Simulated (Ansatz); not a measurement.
The starting structures come from a database of crystals and need not be the phases stable at ambient conditions.

By PBEsol, the system below comes out a metal.

A figure of merit of an interconnect metal is its ballistic conductance per area.

Consider the following.

```yaml
crystal:
  lattice:
    - [5.21038, 0.00000, 0.00000]
    - [0.00000, 5.72663, 0.00000]
    - [0.00000, 2.86331, 4.98267]
  atoms:
    - { symbol: Ge, position: [0.50000, 0.72389, 0.55221] }
    - { symbol: Ge, position: [0.50000, 0.27611, 0.44779] }
    - { symbol: Ge, position: [0.00000, 0.77611, 0.44779] }
    - { symbol: Ge, position: [0.00000, 0.22389, 0.55221] }
    - { symbol: Ge, position: [0.00000, 0.27207, 0.00000] }
    - { symbol: Ge, position: [0.00000, 0.72793, 0.00000] }
    - { symbol: Ge, position: [0.50000, 0.22793, 0.00000] }
    - { symbol: Ge, position: [0.50000, 0.77207, 0.00000] }
```

Space group of this cell: Fmmm. The cell was relaxed by PBE-D3(BJ); by PBEsol its mean pressure is -0.8 GPa.

The current flows along the normal of the first two printed cell vectors. No spin-orbit coupling; the value is a mean over 0.1 eV about the Fermi level.

Compute, with PBEsol in Ansatz (a program for electronic structure), the ballistic conductance per area.

0.81 × 10¹⁵ S/m² for both spins.
